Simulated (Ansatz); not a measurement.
The parent structure is SiGe in the wurtzite structure (space group P6_3mc, No. 186; a = 3.9004 Å, c = 6.4434 Å; a model cell, its experimental status unchecked).

The change: hydrostatic tension (pressure −1 GPa).

Levels (all Ansatz, a quantum-chemistry and plane-wave program, PAW, earlier PAW set): PBEsol (420 eV, scalar-relativistic without spin-orbit coupling); r2SCAN (500 eV, no spin-orbit coupling); HSE06 (420 eV, scalar-relativistic without spin-orbit coupling); PBEsol+SOC (420 eV, noncollinear with spin-orbit coupling).

One geometry, relaxed with PBEsol, under each level:

The valence-band top lists the three highest levels at Γ (Kramers pairs under SOC), from the VBM.

```json
[
 {"level": "PBEsol", "band gap": "0.37 eV", "lowest conduction level above the VBM at special points": "M 0.37 eV; Γ 0.37 eV; L 0.61 eV; K 1.01 eV", "valence-band top at Γ": "0.00, 0.00, -0.31 eV", "hole mass": "–", "pressure": "-0.99 GPa"},
 {"level": "r2SCAN", "band gap": "[?]", "lowest conduction level above the VBM at special points": "[?]", "valence-band top at Γ": "–", "hole mass": "–", "pressure": "[?]"},
 {"level": "HSE06", "band gap": "0.99 eV", "lowest conduction level above the VBM at special points": "M 0.99 eV; Γ 1.07 eV; L 1.26 eV", "valence-band top at Γ": "–", "hole mass": "–", "pressure": "–"},
 {"level": "PBEsol+SOC", "band gap": "0.31 eV", "lowest conduction level above the VBM at special points": "M 0.31 eV; Γ 0.31 eV; L 0.55 eV; K 0.95 eV", "valence-band top at Γ": "0.00, -0.10, -0.40 eV", "hole mass": "0.51 mₑ along c, 0.12 mₑ across (at Γ)", "pressure": "-1.01 GPa"}
]
```

Task: Give the withheld r2SCAN results.

Result: 
- r2SCAN, band gap: 0.67 eV
- r2SCAN, lowest conduction level above the VBM at special points: M 0.67 eV; Γ 0.75 eV; L 0.93 eV; K 1.30 eV
- r2SCAN, pressure: -0.77 GPa

Single points use the geometry relaxed with PBEsol. Their cutoffs differ, which shifts pressures a little. Differences between runs with and without spin-orbit coupling are approximate. Load acts through the strain it causes; cell and atoms are relaxed under it. Effective masses come from finite differences of ±0.01 Å⁻¹. Stability against distortions was not tested.
